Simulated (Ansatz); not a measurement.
Results of LDA in Ansatz (plane waves, PAW) for BeSe (model structure, started from the NiAs type, P6₃/mmc, No. 194, 4 atoms in the cell).

Numerical settings: plane-wave cutoff 520 eV, 18×18×12 k mesh (along the axes of the cell as run), Fermi–Dirac smearing 0.05 eV, scalar-relativistic PAW data made under PBE.

Cell (relaxed at this level):

```cif
data_Be2Se2
_chemical_formula_sum 'Be2 Se2'
_space_group_name_H-M_alt 'P 1'
_space_group_IT_number 1
_cell_length_a 3.45414
_cell_length_b 3.45414
_cell_length_c 5.45692
_cell_angle_alpha 90.000
_cell_angle_beta 90.000
_cell_angle_gamma 120.000
loop_
_space_group_symop_operation_xyz
  'x, y, z'
loop_
_atom_site_label
_atom_site_type_symbol
_atom_site_fract_x
_atom_site_fract_y
_atom_site_fract_z
_atom_site_occupancy
Be1 Be 0.00000 0.00000 0.00000 1
Be2 Be 0.00000 0.00000 0.50000 1
Se1 Se 0.33333 0.66667 0.25000 1
Se2 Se 0.66667 0.33333 0.75000 1
```

### Question
Give the computed band gap and smallest direct gap on the k points sampled.

### Answer

- band gap: 0.49 eV (indirect)
- smallest direct gap on the k points sampled: 2.43 eV

Note: the relaxation could raise the start's symmetry but not lower it, so the cell can be a saddle point.

Spin–orbit coupling is not included.

Static lattice: no zero-point or thermal effects.

It cost roughly 21 core-seconds of CPU time.

A model structure was made by putting elements into a prototype or built by hand; it is no filed structure, need not be a known phase, and can be a saddle point held by its symmetry.

Ansatz is a first-principles code.
